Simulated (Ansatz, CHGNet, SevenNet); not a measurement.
# Equilibrium volume per atom of AlCr₂C (P6₃/mmc, No. 194; start mp-9956) at several levels of theory

No measured value is used here.

| level (code) | value (Å³/atom) |
|---|---|
| CHGNet-r²SCAN (CHGNet) | 10.92 |
| SevenNet-0 (SevenNet) | 11.14 |
| SevenNet-l3i5 (SevenNet) | 11.12 |
| LDA (Ansatz) | 10.52 |
| PBE (Ansatz) | 11.10 |
| PBEsol (Ansatz) | 10.78 |
| PBE-D3(BJ) (Ansatz) | 10.77 |
| PBE-D4 (Ansatz) | 10.80 |

The crystal itself was run without spin with LDA, PBE, PBEsol, PBE-D3(BJ), PBE-D4. CHGNet-r²SCAN, SevenNet-0, SevenNet-l3i5, LDA, PBE, PBEsol, PBE-D3(BJ), PBE-D4: the relaxation could not lower the start's symmetry, so the cell can be a saddle point above a distorted one. Ansatz's density-functional and Hartree–Fock values are scalar-relativistic unless marked +SOC, with PAW data made under PBE.

Machine-learned potentials (CHGNet-r²SCAN, SevenNet-0, SevenNet-l3i5) are trained on DFT data, which may include these solids.

A start named mp-… is a Materials Project structure, which can be a computed phase never made.

Ansatz is a first-principles code.
